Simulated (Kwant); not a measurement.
Device: π system c1cc2sccc2s1 between two chain leads. The π system is taken as planar. Atoms are numbered from 0 in the order of the SMILES. Site energies (eV, carbon 0): [0.0, 0.0, 0.0, -2.97, 0.0, 0.0, 0.0, -2.97]. Bonds (i, j, β in eV): (0,1,-2.7) (1,2,-2.7) (2,3,-1.89) (3,4,-1.89) (4,5,-2.7) (5,6,-2.7) (6,7,-1.89) (7,0,-1.89) (6,2,-2.7). Leads: chains of hopping −4.1 eV, joined by −1.4 eV to atoms 0 and 5.

Site energies and bond integrals are typed Hückel values.

Computed with Kwant: Hückel tight-binding model, one pz orbital an atom, one spin, coherent transport at 0 K. Conductance is in e²/h.

Sweep values stay those of the base run.

Base results: transmission at E = 0 0.0032.

Problem. What follows from this one change: contacts moved from atoms [0, 5] to [0, 1]?

Solution. transmission at E = 0 0.0032 → 0.084.

Problem. What follows from this one change: contacts moved from atoms [0, 5] to [0, 4]?

Solution. transmission at E = 0 0.0032 → 0.056.
